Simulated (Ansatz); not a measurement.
The decay constant κ of evanescent states in the gap governs leakage through a thin film.

Here is the system:

```
HfO2
1.0
    5.03180     0.00000     0.00000
    0.00000     5.17186     0.00000
    2.51590     0.00000     2.51590
Hf O
2 4
Direct
  0.50000   0.50000   0.00000
  0.00000   0.00000   0.00000
  0.00000   0.69721   0.50000
  0.00000   0.19721   0.50000
  0.50000   0.80279   0.50000
  0.50000   0.30279   0.50000
```

The cell is taken as given; by r2SCAN it stands under a pressure of 4.1 GPa.

Transport runs along the normal of the first two printed cell vectors, the (110) plane of the conventional cell.

The gap is the functional's own, uncorrected, and κ follows it; spin-orbit coupling is left out. Mid-gap means the computed energy nearest the middle.

Question: Compute, with r2SCAN (Ansatz, a first-principles code), the band gap and the smallest decay constant κ at mid-gap.

Answer: Gap 5.31 eV on a 12×6×12 mesh; κ = 0.341 1/Å, at the zone centre.
